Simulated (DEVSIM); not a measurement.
Structure: abrupt Si n-p junction, at 300 K.

```
layer (left to right)  material  thickness (μm)  Nd (cm⁻³)  Na (cm⁻³)   τn (s)   τp (s)
---------------------  --------  --------------  ---------  ---------  -------  -------
1                            Si            5.80     1.6e16          -  0.00088  0.00088
2                            Si             140          -       3e14  0.00088  0.00088
```

Left contact: ohmic. Right contact: ohmic. Voltage is applied to the left contact. Recombination: SRH at mid-gap, Auger. Mobility is constant in doping.

This is a model device: material constants are rounded textbook-type values typed into the input, and sizes, dopings and lifetimes were drawn at random. Values at 300 K.

| parameter | Si |
|---|---|
| gap (eV) | 1.124 |
| affinity (eV) | 4.05 |
| permittivity | 11.7 |
| Nc (cm⁻³) | 2.86e19 |
| Nv (cm⁻³) | 3.1e19 |
| μn (cm²/Vs) | 1417 |
| μp (cm²/Vs) | 470 |
| Cn (cm⁶/s) | 2.8e-31 |
| Cp (cm⁶/s) | 9.9e-32 |

DEVSIM, 1D drift-diffusion, Boltzmann statistics, complete ionisation; no tunnelling, impact ionisation, image-force lowering or self-heating.

### Question
Tabulate band edges, carrier densities and field at 2.0 V on the left contact.

### Answer
Energies count from the Fermi level of the right contact; mesh points crowd at the junctions.

```tsv
x (μm)	Ec (eV)	Ev (eV)	n (cm⁻³)	p (cm⁻³)	field (V/cm)
0.000	-1.806	-2.930	1.6e16	7300	≈ 0
0.04800	-1.806	-2.930	1.6e16	7200	≈ 0
0.2001	-1.806	-2.930	1.6e16	7000	≈ 0
0.6448	-1.806	-2.930	1.6e16	6400	≈ 0
2.900	-1.806	-2.930	1.6e16	3600	≈ 0
4.844	-1.806	-2.930	1.6e16	1100	≈ 0
5.496	-1.806	-2.930	1.6e16	310	≈ 0
5.751	-1.784	-2.908	6.8e15	< 1e2	6000
5.800	-1.733	-2.857	9.5e14	< 1e2	16000
5.848	-1.659	-2.783	5.3e13	< 1e2	15000
5.994	-1.444	-2.568	1.3e10	< 1e2	14000
6.760	-0.474	-1.598	120	130	11000
8.738	0.770	-0.354	330	3.5e13	1800
14.69	0.826	-0.298	16000	3.0e14	≈ 0
46.13	0.826	-0.298	110000	3.0e14	≈ 0
104.6	0.826	-0.298	270000	3.0e14	≈ 0
132.7	0.826	-0.298	350000	3.0e14	≈ 0
141.5	0.826	-0.298	380000	3.0e14	≈ 0
144.9	0.826	-0.298	380000	3.0e14	≈ 0
145.5	0.826	-0.298	390000	3.0e14	≈ 0
145.7	0.826	-0.298	390000	3.0e14	≈ 0
145.8	0.826	-0.298	390000	3.0e14	≈ 0
```
